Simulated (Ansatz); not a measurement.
Take Hf in the hcp (Mg type) structure (space group P6_3/mmc, No. 194; a = 3.198 Å, c = 5.049 Å; relaxed with 0.1 eV smearing) as the base. Axes: x lies along a and z along c of the hexagonal cell.

Calculations: r2SCAN, PAW, 500 eV (Ansatz, a first-principles code; spin-orbit coupling left out).

For the base:

```
Item        Value
--------  -------
Pressure  0.0 GPa
```

The change: tensile biaxial strain of 3.00 % in the plane normal to [001], as in epitaxy on a mismatched substrate; the out-of-plane cell vector and the atoms relax.

Problem. Predict the new pressure and ratio −ε⊥/ε∥.

Solution. The pressure (mean of the normal stresses, compression positive) goes from zero to -4.0 GPa; the ratio −ε⊥/ε∥ is 0.62.

No phonon test of stability was made. All final runs are without spin polarisation.
